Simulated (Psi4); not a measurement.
Psi4 1.11, PBE/def2-svp: cyclohexanone (O=C1CCCCC1), 17 atoms. The geometry is a generated start, not checked to be a minimum at this level.

```
Item                                 Result
--------------------------  ---------------
task                                 energy
method                                  pbe
basis                              def2-svp
memory                                 3 GB
maxiter                                 100
keys of the molecule block      symmetry c1
scf_type                       df (default)
e_convergence               1e-06 (default)
d_convergence               1e-06 (default)
dft_radial_points              75 (default)
dft_spherical_points          302 (default)
basis functions                         148
grid points                          355826
```

```xyz
17

O      2.6708     0.4406    -0.0453
C      1.5035     0.2711     0.2063
C      0.5051     1.4030     0.2761
C     -0.7539     1.0932    -0.5395
C     -1.3565    -0.2388    -0.1120
C     -0.3386    -1.3563    -0.3104
C      0.9214    -1.0890     0.5140
H      0.2310     1.5365     1.3259
H      0.9783     2.3210    -0.0746
H     -1.4774     1.8997    -0.4051
H     -0.4928     1.0507    -1.5991
H     -2.2538    -0.4473    -0.6973
H     -1.6475    -0.1895     0.9399
H     -0.7677    -2.3173    -0.0188
H     -0.0698    -1.4175    -1.3671
H      1.6780    -1.8533     0.3288
H      0.6698    -1.1068     1.5782
```

With the defaults (diis = true, scf_initial_accelerator = adiis, damping_percentage = 0, guess = auto, which took SAD, diis_max_vecs = 10, soscf = false, soscf_start_convergence = 0.01) it converges in 9 SCF iterations. One run each on 2 threads, with these changes:
- guess = huckel
- guess = sadno
- damping_percentage = 60
- guess = sap
- diis = false, scf_initial_accelerator = none, damping_percentage = 60
- scf_initial_accelerator = none
- soscf = true, soscf_start_convergence = 0.001
- diis_max_vecs = 20
- soscf = true, soscf_start_convergence = 0.1

### Question
Which of these changes keep the SCF from converging, or lead it to another solution?

### Answer
No convergence: diis = false, scf_initial_accelerator = none, damping_percentage = 60 (the run ends without SCF convergence in 100 iterations). The rest reach the solution of the defaults.

```tsv
setting	SCF iterations	JK calls	end
soscf = true, soscf_start_convergence = 0.1	6	22	same solution
soscf = true, soscf_start_convergence = 0.001	8	19	same solution
the defaults	9	10	same solution
diis_max_vecs = 20	9	10	same solution
scf_initial_accelerator = none	9	10	same solution
guess = sadno	11	11	same solution
guess = huckel	11	28	same solution
guess = sap	11	11	same solution
damping_percentage = 60	94	95	same solution
diis = false, scf_initial_accelerator = none, damping_percentage = 60	100	101	no convergence
```

An SOSCF iteration holds several JK calls; a Hückel guess adds calls on atoms.
